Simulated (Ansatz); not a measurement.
K: K → Cs

Base system: K in the bcc (W type) structure (space group Im-3m, No. 229; a = 5.212 Å).

The change: every K is replaced by Cs; the structure is relaxed again.

Method: PBEsol, PAW, 420 eV (Ansatz, a first-principles code; scalar-relativistic without spin-orbit coupling). Settings: 11×11×11 k-points, 0.05 eV Fermi–Dirac smearing, for the changed cell.

```json
{
  "volume_per_atom": "107.87 Å³ (base 70.80 Å³)",
  "lattice_parameter_a": "5.998 Å (base 5.212 Å)",
  "space_group": "Im-3m (No. 229) (base Im-3m (No. 229))",
  "band_gap": "zero (base zero)"
}
```

Final structure:

```xyz
1
Lattice="-2.9988 2.9988 2.9988 2.9988 -2.9988 2.9988 2.9988 2.9988 -2.9988" Properties=species:S:1:pos:R:3 pbc="T T T"
Cs     0.0000     0.0000     0.0000
```

No phonon test of stability was made. All final runs are without spin polarisation.
